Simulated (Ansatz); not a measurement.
Results of PBEsol (Ansatz, an electronic-structure program, plane waves, PAW) for HgO (model structure, started from the cinnabar type, P3₂21, No. 154, 6 atoms in the cell).

Settings: plane-wave cutoff 500 eV, 18×18×6 k mesh (along the axes of the cell as run), Fermi–Dirac smearing 0.05 eV, scalar-relativistic PAW data made under PBE.

Cell (relaxed at this level):

HgO has the trigonal space group P3₂21 (No. 154), Pearson symbol hP6. Lattice parameters: a = 3.6144 Å, b = 3.6144 Å, c = 8.7427 Å, α = 90.00°, β = 90.00°, γ = 120.00°. Hg on 3a is surrounded by 2 O at 2.028 Å (linear). O on 3b is surrounded by 2 Hg at 2.028 Å (bent). (Neighbours: up to the widest gap in distance over summed covalent radii, below 1.35, at either atom; cation-cation and far metal-metal contacts left out.)

Problem. Estimate the band gap that the calculation returns.

Solution. 
- band gap = 1.43 eV (on the SCF k mesh)

Note: the relaxation could raise the start's symmetry but not lower it, so the cell can be a saddle point.

Spin–orbit coupling is not included.

Computed values are for the static lattice.

It cost roughly 9 core-minutes of CPU time.

A model structure was made by putting elements into a prototype or built by hand; it is no filed structure, need not be a known phase, and can be a saddle point held by its symmetry.
